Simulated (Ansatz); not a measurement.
**GaSb (model structure, from the CsCl type, Pm-3m, No. 221): lattice parameter a by level of theory**

No measured value is used here.

```tsv
level (code)	value (Å)
PBE (Ansatz)	…
PBEsol (Ansatz)	3.538
PBE-D3(BJ) (Ansatz)	3.543
r²SCAN (Ansatz)	3.579
```

Task: Complete the blanks.

Result: 
- PBE (Ansatz, a quantum-chemistry and plane-wave program), value (Å): 3.609

Ansatz's density-functional and Hartree–Fock values are scalar-relativistic unless marked +SOC, with PAW data made under PBE.

A model structure was made by putting elements into a prototype or built by hand; it is no filed structure, need not be a known phase, and can be a saddle point held by its symmetry.
